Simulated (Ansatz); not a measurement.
**Effect of Si on a Mo site (antisite), symmetric start on MoSi2**

Start from an 18-atom supercell of MoSi$_{2}$ (space group I4/mmm, No. 139; a = 3.217 Å, c = 7.873 Å) at its relaxed geometry.

It is then changed as follows: a neutral Si on a Mo site (antisite), symmetric start, atoms relaxed at fixed cell.

The values are results of Ansatz (a program for electronic structure), PBE, PAW, cutoff 420 eV, no spin-orbit coupling, not measurements. Γ-centred 6×6×6 mesh, Fermi–Dirac width 0.05 eV.

```csv
quantity,base,changed,shift
pressure,0.0 GPa,2.9 GPa,+2.9 GPa
mean distance from the defect site to its nearest host atoms,2.62 Å,2.65 Å,+0.03 Å
```

In so small a cell the defect repeats every few ångströms: this is an ordered compound, not a dilute defect. The defect started on the symmetric site and kept its symmetry, so it may sit on a saddle. All final runs are without spin polarisation. The defect cell is not spin-polarised.
